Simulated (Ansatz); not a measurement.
Input and output of a self-consistent single point for YZnCuP2 (P3m1, 5 atoms in the cell) (Ansatz, a quantum-chemistry and plane-wave program)

Level of theory: LDA (PW92), default PAW files made with PBE (plane waves; Ansatz).

Input:

Ansatz 0.2 input:
```yaml
# YZnCuP2
crystal:
  lattice:
    - [3.975267, 0.000000, 0.000000]
    - [-1.987634, 3.442683, 0.000000]
    - [0.000000, 0.000000, 6.564198]
  atoms:
    - { symbol: Y, position: [0.333333, 0.666667, 0.992157] }
    - { symbol: Zn, position: [0.000000, 0.000000, 0.376510] }
    - { symbol: Cu, position: [0.666667, 0.333333, 0.639510] }
    - { symbol: P, position: [0.666667, 0.333333, 0.256700] }
    - { symbol: P, position: [0.000000, 0.000000, 0.742740] }
basis:
  ecutwfc: 30.9 Ry
kpoints:
  mp_grid:
    grid: [7, 7, 4]
hamiltonian:
  xc: lda
  pseudopotentials:
    kind: paw
scf:
  occupations:
    method: gaussian
    width: 0.0073 Ry
output:
  forces: true
  eigenvalues: true
  stress: true
```

Log, with long lists cut:

```
WARN the atoms were moved onto the symmetric positions of the space group found under crystal.symmetry.tolerance 1.0e-5 (fractional …
WARN ansatz: RAYON_NUM_THREADS=1 ignored (pool sized by the plan → 1); use --threads N
Pseudopotentials: kind: paw
Pseudopotential: Y, paw, valence charge 11
Pseudopotential: Zn, paw, valence charge 12
Pseudopotential: Cu, paw, valence charge 19
Pseudopotential: P, paw, valence charge 5
Crystal: 5 atoms, lattice volume = 89.835 Å³
Basis set: ecut = 420.4159175005146 eV, 1761 PW (Γ)
Bands: 32, of which v1, the nominal top of the filled ones, is band 26 counted from 1 (25 counted from 0)
Symmetry: 6 space group operations
Space group: P3m1 (ITA 156), of the structure as read, at distance tolerance 4.5e-5 Å
k-points: 28 of 196 (time reversal used)
PAW frozen core: Y, regenerated for the run's functional, and the local potential with it
PAW frozen core: Zn, regenerated for the run's functional, and the local potential with it
PAW frozen core: Cu, regenerated for the run's functional, and the local potential with it
PAW frozen core: P, regenerated for the run's functional, and the local potential with it
Initial density: superposition of atomic densities (neutral atoms: chi_scale 0, normalization atom), corrected by the library's trained network
Initial wavefunctions: pseudopotential atomic-orbital guess
Eigensolver: davidson
Functional: x = slater, c = lda
SCF iter   1: F=—  HF=-15003.462773 eV  |F-HF|=—  |Δ(HF+E_count)|=         —  Δρ=8.57e-3  dr2=3.54e-2  ethr=1.77e-3  ⟨swp⟩=6.4  Hψ=3994  notcnv=0
all-band conjugate gradients solve this SCF's bands
preconditioner: auto → Resta (q_TF=auto, 2.491 Å⁻¹)
SCF iter   2: F=—  HF=-15003.454870 eV  |F-HF|=—  |Δ(HF+E_count)|=   7.90e-3  Δρ=3.04e-3  dr2=8.70e-3  ethr=6.81e-5  ⟨swp⟩=2.3  Hψ=1680  notcnv=0  defer=2
SCF iter   3: F=—  HF=-15003.453145 eV  |F-HF|=—  |Δ(HF+E_count)|=   1.72e-3  Δρ=1.97e-3  dr2=2.67e-3  ethr=1.67e-5  ⟨swp⟩=2.3  Hψ=1176  notcnv=0  defer=2
SCF iter   4: F=—  HF=-15003.452460 eV  |F-HF|=—  |Δ(HF+E_count)|=   6.85e-4  Δρ=2.51e-4  dr2=4.13e-5  ethr=5.14e-6  ⟨swp⟩=2.1  Hψ=1335  notcnv=0  defer=2
SCF iter   5: F=—  HF=-15003.452461 eV  |F-HF|=—  |Δ(HF+E_count)|=   6.34e-7  Δρ=2.28e-4  dr2=2.83e-5  ethr=7.94e-8  ⟨swp⟩=2.0  Hψ=1394  notcnv=0  defer=2
SCF iter   6: F=—  HF=-15003.452445 eV  |F-HF|=—  |Δ(HF+E_count)|=   1.60e-5  Δρ=2.30e-5  dr2=1.01e-6  ethr=5.44e-8  ⟨swp⟩=2.0  Hψ=1311  notcnv=0  defer=2
SCF iter   7: F=-15003.452444 eV  HF=-15003.452444 eV  |F-HF|=9.03e-9  |Δ(HF+E_count)|=   1.45e-7  Δρ=7.49e-6  dr2=8.69e-8  ethr=1.92e-10  ⟨swp⟩=8.3  Hψ=4558  notcnv=0
SCF 1 converged in 7 iterations: F = -15003.452444 eV  dr2 = 8.69e-8
SCF converged after 7 iterations
Free energy (F): -15003.452444 eV
Harris-Foulkes:  -15003.452444 eV  (|F-HF|=9.03e-9)
Internal energy: -15003.450571 eV  (E = F + TS)
E sigma→0 (E₀):  -15003.451508 eV
Entropy (-TS):   -0.001874 eV (-0.375 meV/atom)
Fermi energy:    10.817731 eV
--- Per-component energies (eV) ---
  E_band       = -505.690263
  E_kinetic    = 879.762018
  E_local      = -8331.473315  (includes V_loc(G=0)·N_el)
  E_nonlocal   = 1135.455982
  E_hartree    = 3613.573878
  E_xc         = -520.727333
  E_vxc        = -492.020854  (∫ρ·V_xc dr)
  E_paw        = -7154.491332  (= ΣΔE_a)
  E_vpaw       = -924.566461  (= ΣTr[D̂ρ^β])
  E_aug_tail   = -0.000125  (compensation charges beyond the density's cutoff)
  E_ewald      = -4628.121433
  E_core_change = 2.571090  (= ΣΔE_core)
  E_smearing   = -0.001874  (= −TS)
  E_closure    = 0.000000  (closes the sum)
  Σ components = -15003.452444   (vs F -15003.452444, Δ=0.00e0)
--- Forces (eV/Å), atoms counted from 1 ---
  atom   1  Y      0.00000000    -0.00000000    -0.46482644
  atom   2  Zn     0.00000000    -0.00000000     0.11113415
  atom   3  Cu    -0.00000000     0.00000000     0.17475782
  atom   4  P      0.00000000     0.00000000     0.15585169
  atom   5  P      0.00000000     0.00000000     0.02297082
  max |Σ_I F_I| component: 1.12e-4 eV/Å
--- Stress (GPa, compression-positive) ---
       -7.167555      -0.000000       0.000000
       -0.000000      -7.167555       0.000000
        0.000000       0.000000      -7.443248
  P = ⅓ Tr σ = -7.2595 GPa (-72.595 kbar)
  The stress holds the Pulay correction. Without it, at fixed plane waves, as pw.x and ABINIT print it: P = -7.3096 GPa
--- Band table (eV; the first three rows and the last of 28) ---
  k-point 0: bands = ["-101.3558", "-59.1959", "-59.1695", "-59.1695", "-32.1083", "-12.2660", "-12.0885", "-12.0885", "-1.6930", "-0.0835", "2.6480", "2.6480", "2.8630", "2.8630", "2.9392", "4.5771", "6.5258", "6.5258", "7.2173", "7.4691", [...]
  k-point 1: bands = ["-101.3558", "-59.1959", "-59.1695", "-59.1695", "-32.1083", "-12.2666", "-12.0885", "-12.0885", "-1.5338", "-0.3454", "2.6468", "2.6468", "2.7975", "2.8633", "2.8633", "5.1955", "6.5399", "6.5399", "7.0665", "7.4484", [...]
  k-point 2: bands = ["-101.3558", "-59.1959", "-59.1695", "-59.1695", "-32.1083", "-12.2673", "-12.0885", "-12.0885", "-1.2635", "-0.7126", "2.6457", "2.6457", "2.7087", "2.8636", "2.8636", "6.2840", "6.3881", "6.5548", "6.5548", "7.4265", [...]
  k-point 27: bands = ["-101.3558", "-59.1959", "-59.1696", "-59.1696", "-32.0941", "-12.2573", "-12.2118", "-12.2010", "-0.2324", "0.1632", "2.7112", "2.7629", "2.8456", "2.9050", "3.2351", "4.4620", "5.5301", "6.2847", "6.6001", "6.9258", [...]
```

The run converged in 7 iterations.

The starting cell comes from a database of computed structures (which also holds hypothetical and non-ambient phases and stackings), without a prior relaxation at this level. Its lattice was rescaled by up to half a per cent. One atom was moved a little off its site on purpose. Spin polarisation is off. With a pressure of about -7 GPa the cell is away from its equilibrium volume at this level. Ansatz's pressure includes its estimate of the finite-basis (Pulay) stress.
